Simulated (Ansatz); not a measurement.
The starting structures come from a database of crystals and need not be the phases stable at ambient conditions.

The decay constant κ of evanescent states in the gap governs leakage through a thin film.

Here is the system:

```yaml
crystal:
  lattice:
    - [4.20360, 0.00000, 0.00000]
    - [-2.10180, 3.64043, 0.00000]
    - [2.10180, 1.21348, 3.53519]
  atoms:
    - { symbol: Mg, position: [0.00000, 0.00000, 0.00000] }
    - { symbol: Te, position: [0.00000, 0.50000, 0.50000] }
```

Space group of this cell: R-3m. The cell is strained (lengths along the current scaled by 1.03, ions clamped); by PBEsol its mean pressure is -2.2 GPa.

Transport runs along the normal of the first two printed cell vectors, the (111) (indices of the unstrained crystal) plane of the conventional cell.

No gap correction and no spin-orbit coupling; mid-gap values are interpolated between computed energies.

Task: Predict the band gap and the smallest decay constant κ at mid-gap from PBEsol in Ansatz (an electronic-structure program).

Result: Gap 0.32 eV on a 10×10×10 mesh; κ = 0.088 1/Å, at (0.500, 0.000) of the in-plane reciprocal vectors. At the zone centre, at the nearest computed energy, the slowest state has κ = 0.10 1/Å.
